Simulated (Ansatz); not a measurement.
Defect migration in corundum: interstitial Li, charge state +1. These are PBE, PAW (plane waves to 420 eV; Ansatz, a program for electronic structure) values and carry that method's errors.

Cell of 120 host sites held at the relaxed PBE lattice; the Γ point alone; Fermi-Dirac width 0.01 eV, spin-restricted; finite-size errors left in. Static, classical nuclei. The charge state is imposed; whether it is stable for some Fermi level was not computed. Sites that were not tried may lie lower.

Barriers: single points on a 2×2×2 k-point mesh shifted by half a step along c at the bands' geometries.

A. a concerted move, in which Li travels most; the atom moves 1.82 Å along (0.00, 0.00, 0.14) of the unit cell; at the start the Li atom holds a host Al site and a host atom stands off its site; at the end the Li atom holds a host Al site and a host atom stands off its site; the moving atom starts with neighbours Al at 2.21, Al at 2.26; 3 O at 1.85, 3 O at 2.13 Å and ends with Al at 2.21, Al at 2.26; 3 O at 1.85, 3 O at 2.13 Å; the start lies 1.17 eV above the lowest site run; saddle order not checked, on a symmetry element.
B. Li moves alone to another site; the atom moves 3.53 Å along (-0.33, 0.33, -0.17) of the unit cell; the moving atom starts with neighbours 2 Al at 2.17; 6 O at 1.96 Å and ends with 2 Al at 2.17; 6 O at 1.96 Å; saddle order not checked, on a symmetry element.

A band can be held on a symmetry element, so unchecked saddle points there may be too high.

**Question.** Put the candidates in order of forward barrier, lowest first, for PBE, PAW.

**Answer.** B (2.41 eV), A (2.94 eV)
